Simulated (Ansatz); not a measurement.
Worked calculations on one periodic cell of amorphous Si24O49Be: Si24O49Be, 74 atoms, volume 1105.3 Å³, made by a melt-quench on the CHGNet potential and relaxed with DFT. O atoms were pushed apart under 1.9 Å during the dynamics, to hinder bonds among them. It is a model cell: composition and starting density were chosen by hand, and all elements were melted together. Cycles of charging were run to anneal it. These are PBE, scalar-relativistic without spin-orbit coupling (plane waves to 420 eV, PAW; Ansatz, a first-principles code) values and carry that method's errors. Sampling: a 2×2×2 Γ-centred mesh; Fermi-Dirac width 0.02 eV; no spin polarisation. Its volume was held where the quench left it, its shape was free, and it stands at a mean pressure of 0.6 GPa with stress components up to 0.6 GPa; the relaxation ran on the zone centre alone. Its density went from a set 2.20 to 2.20 g/cm³. The cell is small and was quenched far faster than a real film, so it is one sample of the glass.

Q: Count formal charges (Si +4, O -2, Be +2). What does the count lead one to expect at the Fermi level, and what does the calculation give?

A: 24 × (+4) + 49 × (-2) + 1 × (+2) = 0. The charges balance, so the anion-derived valence states can be full and a gap can open. On this mesh the highest filled and lowest empty level lie 5.06 eV apart, the PBE gap of this cell, with a localised state at one edge or both.

Four energies for an added electron at PBE on the zone centre alone (charged cells in a uniform background, spin-polarised): neutral at the neutral geometry -43233.838 eV; charged at the neutral geometry -43227.580 eV; charged and relaxed -43227.602 eV; neutral at the charged geometry -43233.813 eV.

Q: Find the two relaxation energies and their sum, the reorganisation energy.

A: On charging: -43227.580 − (-43227.602) = 0.022 eV. On discharging: -43233.813 − (-43233.838) = 0.025 eV. The sum is 0.047 eV. The carrier's level spreads over 63 of the 74 atoms' worth, more than a fifth of the atoms or a third of the atoms of its main element (six at least), and the sum is small, so it counts as a band carrier, whose relaxation energy shrinks as the cell grows. PBE's self-interaction favours spread-out carriers, so a hybrid can localise more.
